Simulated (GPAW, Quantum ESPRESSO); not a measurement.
A Quantum ESPRESSO input for a self-consistent single point of Ba3ZnN2O (P4/mmm, 7 atoms in the cell) (DFT, PBEsol, plane waves, GBRV 1.5 ultrasoft (PBESOL) pseudopotentials):

```fortran
&CONTROL
 calculation = 'scf'
 prefix = 'run'
 outdir = './work'
 pseudo_dir = './'
 tprnfor = .true.
 tstress = .true.
/
&SYSTEM
 ibrav = 6
 celldm(1) = 7.73057289
 celldm(3) = 2.2393604448
 nat = 7
 ntyp = 4
 ecutwfc = 50
 ecutrho = 250
 occupations = 'smearing'
 smearing = 'fd'
 degauss = 0.00147
/
&ELECTRONS
 conv_thr = 1.0d-10
/
ATOMIC_SPECIES
Ba   137.3270  ba_pbesol_v1.uspp.F.UPF
Zn    65.3800  zn_pbesol_v1.uspp.F.UPF
N     14.0070  n_pbesol_v1.2.uspp.F.UPF
O     15.9990  o_pbesol_v1.2.uspp.F.UPF
ATOMIC_POSITIONS {angstrom}
Ba    0.00000000    0.00000000    1.99597079
Ba    0.00000000    0.00000000    7.16490121
Ba    2.04542150    2.04542150    4.58043600
Zn    2.04542150    2.04542150    0.00000000
N     2.04542150    2.04542150    7.33364447
N     2.04542150    2.04542150    1.82722753
O     0.00000000    0.00000000    4.58043600
K_POINTS {automatic}
6 6 3  0 0 0
```

Problem. Translate this input to GPAW.

Solution. One input that does it (others would too):

```python
from ase import Atoms
from ase.units import GPa
from gpaw import GPAW

atoms = Atoms(['Ba', 'Ba', 'Ba', 'Zn', 'N', 'N', 'O'],
              cell=[[4.090843, 0.000000, 0.000000],
                    [0.000000, 4.090843, 0.000000],
                    [0.000000, 0.000000, 9.160872]],
              scaled_positions=[[0.000000, 0.000000, 0.217880],
                                [0.000000, 0.000000, 0.782120],
                                [0.500000, 0.500000, 0.500000],
                                [0.500000, 0.500000, 0.000000],
                                [0.500000, 0.500000, 0.800540],
                                [0.500000, 0.500000, 0.199460],
                                [0.000000, 0.000000, 0.500000]],
              pbc=True)

calc = GPAW(mode={'name': 'pw', 'ecut': 950},
            xc='PBEsol',
            kpts={'size': (6, 6, 3), 'gamma': True},
            occupations={'name': 'fermi-dirac', 'width': 0.02},
            nbands=-8,
            convergence={'density': 1e-05, 'bands': -6},
            symmetry={'symmorphic': False, 'tolerance': 0.0005},
            maxiter=120)

atoms.calc = calc

energy = atoms.get_potential_energy()
print('Energy (eV):', round(energy, 6))
forces = atoms.get_forces()
print('Forces (eV/Ang):')
print(forces.round(5))
stress = atoms.get_stress()
print('Stress (GPa, Voigt):', (stress / GPa).round(4))
```

Basis settings and potentials, where a program has them, do not carry over. This input uses DFT PBEsol, plane waves, GPAW PAW datasets PBEsol (made by gpaw-setup).

The starting cell comes from a database of computed structures (which also holds hypothetical and non-ambient phases and stackings), without a prior relaxation at this level. Its lattice was rescaled by a random factor within 2.5 % of one.
